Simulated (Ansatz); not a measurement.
Ansatz (a first-principles code), DFT, PBE, plane waves, its default PAW files: cubic perovskite SrTiO3, atoms displaced (Sr8Ti8O24), 40 atoms. Basis and mesh were picked for this test and aren't claimed converged.

* **cell**: 7.81, 7.81, 7.81 Å; 90, 90, 90°
* **distance to the nearest atom**: 1.87 to 2.71 Å
* **task**: md
* **k mesh**: 2×2×2
* **hamiltonian.xc**: pbe
* **kind of files**: paw
* **scf.occupations.method**: fixed
* **output.forces**: true
* **md.timestep**: 1 fs
* **md.n_steps**: 12
* **md.ensemble**: nve
* **md.temperature**: 600 K
* **md.initial_velocities**: maxwell_boltzmann
* **md.seed**: 7
* **memory maximum (--max-ram)**: 200GiB
* **accuracy**: medium (default)
* **basis.precision**: auto (default)
* **basis.xc_grid**: 2 (default)
* **scf.mixing.algorithm**: auto (default)
* **scf.mixing.preconditioner**: auto (default)
* **scf.convergence.dr2_threshold**: 4e-08 (default)
* **scf.lower_state_search**: light (default)
* **k-points after symmetry**: 8
* **bands at the start**: 200
* **electrons**: 320
* **plane waves at Γ**: 9315
* **cutoff (eV)**: 420
* **FFT grid**: 54×54×54
* **symmetry operations**: 1

Machine: one whole node, Arm Neoverse V2, 96 cores on 1 socket, no SMT, 1 L3 cache group; 94 cores' worth of CPU time may be used.

Wall times, medians of two to five repeats, each run alone on the node (launch to exit). Unless noted, each process is bound to its own block of adjacent cores. The build: release build for Arm (Neoverse V2), one process with threads; another build can shift the numbers. Scratch files lie in a memory file system.

All on 88 threads. The settings tried:
- md.density_extrapolation = transplant, scf.eigensolver.kind = auto (default)
- md.density_extrapolation = not set, scf.eigensolver.kind = davidson
- md.density_extrapolation = not set, scf.eigensolver.kind = auto (default)
- md.density_extrapolation = second_order, scf.eigensolver.kind = auto (default)
- md.density_extrapolation = none, scf.eigensolver.kind = auto (default)

Q: Name the extremes: fewest SCF iterations (all cycles of the run, searches included), shortest time, and any that don't converge.

A: Fewest SCF iterations (all cycles of the run, searches included): md.density_extrapolation = second_order, scf.eigensolver.kind = auto (default) (61). Shortest time: md.density_extrapolation = second_order, scf.eigensolver.kind = auto (default), 11 s. All converged. In the base run the program took: scf.mixing.algorithm MSR1, scf.mixing.preconditioner Resta, scf.eigensolver.kind band_cg, --slots 8, --kpoint-pools 1.

```json
[
 {"setting": "md.density_extrapolation = second_order, scf.eigensolver.kind = auto (default)", "SCF iterations (all cycles of the run, searches included)": "61", "applications of H to a band": "230623", "wall time": "11 s"},
 {"setting": "md.density_extrapolation = not set, scf.eigensolver.kind = auto (default)", "SCF iterations (all cycles of the run, searches included)": "81", "applications of H to a band": "265823", "wall time": "12 s"},
 {"setting": "md.density_extrapolation = transplant, scf.eigensolver.kind = auto (default)", "SCF iterations (all cycles of the run, searches included)": "104", "applications of H to a band": "306636", "wall time": "14 s"},
 {"setting": "md.density_extrapolation = none, scf.eigensolver.kind = auto (default)", "SCF iterations (all cycles of the run, searches included)": "149", "applications of H to a band": "457404", "wall time": "17 s"},
 {"setting": "md.density_extrapolation = not set, scf.eigensolver.kind = davidson", "SCF iterations (all cycles of the run, searches included)": "84", "applications of H to a band": "447734", "wall time": "30 s"}
]
```

1 planned setting was not run, for want of time.

Keys are those of Ansatz 0.2.
